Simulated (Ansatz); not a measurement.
Consider Ag-vacancy pair (Ag on one host Ru site, one Ru site vacant) in hcp Ru, neutral cell. Calculation: PBE, PAW (plane waves to 420 eV; Ansatz, a program for electronic structure).

Cell of 36 host sites held at the relaxed PBE lattice; a 2×2×2 k-point mesh shifted by half a step along c; Fermi-Dirac width 0.10 eV, spin-restricted; finite-size errors left in. No zero-point or tunnelling terms. Forms of the defect that were not tried may lie lower.

Barriers: single points on a 4×4×4 k-point mesh shifted by half a step along c at the bands' geometries.

The step: the Ag atom itself jumps into the vacancy (Ag-vacancy distance between ideal sites 2.66 Å throughout). Atoms about the jump, Cartesian Å from the middle of the jump, before and after:

```csv
atom,x0,y0,z0,x1,y1,z1
Ag1,0.63,0.36,-0.97,-0.63,-0.36,0.97
Ru2,-2.09,0.38,-1.08,-2.10,0.41,-1.13
Ru3,-0.72,-2.00,-1.08,-0.70,-2.02,-1.13
Ru4,0.70,2.02,1.13,0.72,2.00,1.08
Ru5,2.10,-0.41,1.13,2.09,-0.38,1.08
Ru6,-0.71,2.78,-1.08,-0.69,2.76,-1.08
Ru7,-2.05,1.98,1.08,-2.06,2.00,1.08
Ru8,2.06,-2.00,-1.08,2.05,-1.98,-1.08
Ru9,0.69,-2.76,1.08,0.71,-2.78,1.08
```

### Question
Where do these atoms stand at the saddle point, and how high is it?

### Answer

```json
[
 {"atom": "Ag1", "x": "0.00", "y": "0.00", "z": "-0.01"},
 {"atom": "Ru2", "x": "-2.22", "y": "0.42", "z": "-1.18"},
 {"atom": "Ru3", "x": "-0.75", "y": "-2.13", "z": "-1.19"},
 {"atom": "Ru4", "x": "0.75", "y": "2.13", "z": "1.17"},
 {"atom": "Ru5", "x": "2.21", "y": "-0.42", "z": "1.17"},
 {"atom": "Ru6", "x": "-0.71", "y": "2.74", "z": "-1.09"},
 {"atom": "Ru7", "x": "-2.02", "y": "1.99", "z": "1.07"},
 {"atom": "Ru8", "x": "2.02", "y": "-1.99", "z": "-1.09"},
 {"atom": "Ru9", "x": "0.71", "y": "-2.75", "z": "1.07"}
]
```
It lies 1.27 eV above the start and 1.27 eV above the end. The saddle point's order was not checked, and it lies on a symmetry element of the cell, where a band can be held.
